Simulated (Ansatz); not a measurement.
Take HfS₂ in the CdI2 type structure (space group P-3m1, No. 164; a = 3.606 Å, c = 5.768 Å; layered, stacked along the Cartesian z axis) as the base.

All numbers come from DFT with PBE-D3(BJ), PAW potentials and a 420 eV plane-wave cutoff in Ansatz (a quantum-chemistry and plane-wave program), no spin-orbit coupling.

For the base:

```
Item                              Value
-----------------------------  --------
Pressure                       0.00 GPa
Band gap                        0.85 eV
Width of the top valence band   2.10 eV
```

Modification: an isotropic linear strain of +2.00 %, atoms relaxed at fixed cell.

### Question
How does this affect the pressure, largest internal atomic displacement, energy relative to the base, band gap and width of the top valence band?

### Answer
The pressure (mean of the normal stresses, compression positive) goes from zero to -2.41 GPa; the largest internal atomic displacement comes out as 0.058 Å; the energy goes up by 11 meV/atom; the band gap rises by 0.24 eV to 1.09 eV; the width of the top valence band drops by 0.17 eV (2.10 eV → 1.93 eV).

With Hf present, leaving out spin-orbit coupling can change the band edges. Stability against distortions was not tested.
